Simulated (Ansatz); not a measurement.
How far PBE and r2SCAN part for Zr, Zr → Ti

Take Zr in the hcp (Mg type) structure (space group P6_3/mmc, No. 194; a = 3.2316 Å, c = 5.1736 Å) as the base.

(Cell as relaxed with PBE.)

Levels (all Ansatz, a program for electronic structure, PAW, earlier PAW set): PBE (420 eV, without spin-orbit coupling); r2SCAN (500 eV, no spin-orbit coupling).

Each level relaxes its own structure.

```tsv
base	PBE	r2SCAN
volume per atom	23.40 Å³	23.50 Å³
lattice parameter a	3.232 Å	3.246 Å
band gap	zero	zero
```

Now apply this change: full substitution Zr → Ti, then cell and atoms are relaxed.

| quantity | PBE | r2SCAN |
|---|---|---|
| lattice parameter a | 2.939 Å | [?] |
| c/a ratio | 1.582 | [?] |

Task: Given the PBE results, estimate those of r2SCAN.

Result: 
- lattice parameter a, r2SCAN: 2.936 Å
- c/a ratio, r2SCAN: 1.579

PBE's lattice parameter a lies 0.003 Å above r2SCAN's (0.1 %); PBE's c/a ratio lies 0.003 above r2SCAN's. Neither level is exact; r2SCAN is the comparison here, not a measurement.

No phonon test of stability was made. The final runs are not spin-polarised.
